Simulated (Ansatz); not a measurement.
Consider a Ge ion moving along [001] in Si (Fd-3m), on the centre line of the channel, 1.37 Å from the nearest row of atoms, at 0.3 atomic units of velocity (162 keV). The periodic cell holds 64 host atoms, 10.9 × 10.9 Å across the path and 10.9 Å along it, and uses an absorbing far layer at Γ.

### Question
What electronic stopping power does real-time TDDFT give (PBE in Ansatz, a program for electronic structure, adiabatic)?

### Answer
8.3 eV/Å, or 83 eV/nm. Host atoms are fixed, cores are frozen and nuclear stopping is left out; the value is of this one path, not of a random one. The dependence on the size of the cell was not tested for this case.
